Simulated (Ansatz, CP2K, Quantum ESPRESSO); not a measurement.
LaCuSeO (P4/nmm, 8 atoms in the cell) computed with different codes at matched settings

Self-consistent single point.

```xyz
8
Lattice="4.0695 0.0000 0.0000 0.0000 4.0695 0.0000 0.0000 0.0000 8.8245" Properties=species:S:1:pos:R:3 pbc="T T T"
La     0.0000     2.0348     7.5889
La     2.0348     0.0000     1.2356
Cu     2.0348     2.0348     4.4123
Cu     0.0000     0.0000     4.4123
Se     0.0000     2.0348     2.9191
Se     2.0348     0.0000     5.9055
O      2.0348     2.0348     0.0000
O      0.0000     0.0000     0.0000
```

Shared settings, as Ansatz (a quantum-chemistry and plane-wave program) writes them: kpoints.mp_grid.grid = 5 5 3; scf.occupations.method = fixed. Potentials and cutoffs stand in the table.

```tsv
code	model	pressure (GPa)	largest force (eV/Å)	gap on the mesh (eV)	cutoff
CP2K	LDA (Pade form), GPW, DZVP-MOLOPT-SR-GTH basis, GTH-PADE potentials (GTH_POTENTIALS)	-5.49	0.229	1.368	grid 600 Ry
Quantum ESPRESSO	LDA (PZ), GBRV 1.5 ultrasoft (LDA) pseudopotentials	-7.04	0.353	1.380	50 Ry
Ansatz	LDA (PW92), default PAW files made with PBE	-7.32	0.380	1.397	default
```

Size of the force on each atom (eV/Å): Sizes of forces hide their directions.

```json
[
 {"code": "CP2K", "La1": "0.170", "La2": "0.170", "Cu3": "0.000", "Cu4": "0.000", "Se5": "0.229", "Se6": "0.229", "O7": "0.000", "O8": "0.000"},
 {"code": "Quantum ESPRESSO", "La1": "0.313", "La2": "0.313", "Cu3": "0.000", "Cu4": "0.000", "Se5": "0.353", "Se6": "0.353", "O7": "0.000", "O8": "0.000"},
 {"code": "Ansatz", "La1": "0.371", "La2": "0.371", "Cu3": "0.000", "Cu4": "0.000", "Se5": "0.380", "Se6": "0.380", "O7": "0.000", "O8": "0.000"}
]
```

Gaps are read on the mesh.

The spread over the programs that give each value: pressure within 1.83 GPa; largest force within 0.151 eV/Å; gap on the mesh within 0.029 eV.

CP2K uses small atom-centred bases, whose incompleteness enters pressures, forces and empty levels differently from a plane-wave cutoff. Ansatz's pressure is given at a fixed set of plane waves, as the other plane-wave codes print theirs; with its correction for the finite basis it is -7.07 GPa (the shift of 0.25 GPa shows how far the cutoff is from converged). The same LDA comes in different parametrisations, which differ slightly. In the pressure, CP2K (by 1.68) lies more than 1 GPa from the median of the plane-wave programs. In the force vectors, CP2K (by 0.173) lies more than 0.08 eV/Å from the median of the plane-wave programs.

The starting cell comes from a database of computed structures (which also holds hypothetical and non-ambient phases and stackings), without a prior relaxation at this level.

Keys are those of Ansatz 0.2.
